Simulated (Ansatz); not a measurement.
Reference: Au (Fm-3m), PBEsol with spin-orbit coupling, DFPT electron-phonon coupling, linearised Boltzmann equation (plane waves, PAW; Ansatz, a program for electronic structure); geometry: relaxed with this functional, without spin-orbit coupling.

```xyz
1
Lattice="0.0000 2.0413 2.0413 2.0413 0.0000 2.0413 2.0413 2.0413 0.0000" Properties=species:S:1:pos:R:3 pbc="T T T"
Au     0.0000     0.0000     0.0000
```

| Item | Value |
|---|---|
| resistivity at 300 K | 2.9 μΩ·cm |
| mean free path at 300 K | 30 nm |
| electron-phonon coupling λ | 0.187 |
| logarithmic mean phonon energy | 8.9 meV |

**Question.** Swap Au for Ir, keeping the structure type. How do these values move?

**Answer.** Ir (Fm-3m): volume per atom 17.0 to 14.0 Å³; resistivity at 300 K rises (2.9 μΩ·cm to 5.1 μΩ·cm); mean free path at 300 K falls (30 nm to 8.3 nm); electron-phonon coupling λ rises (0.187 to 0.40); logarithmic mean phonon energy rises (8.9 meV to 18.3 meV).

**Question.** Swap Au for Pt, keeping the structure type. How do these values move?

**Answer.** Pt (Fm-3m): volume per atom 17.0 to 15.0 Å³; resistivity at 300 K rises (2.9 μΩ·cm to 9.6 μΩ·cm); mean free path at 300 K falls (30 nm to 5.8 nm); electron-phonon coupling λ rises (0.187 to 0.47); logarithmic mean phonon energy rises (8.9 meV to 11.4 meV).

Moves up to 14 % count as about the same. Metals; harmonic phonons alone scatter; means over directions. The mean free path is weighted by the current that each state carries. Halving the electron mesh moves these values by up to 9 %; q meshes are mostly untested.
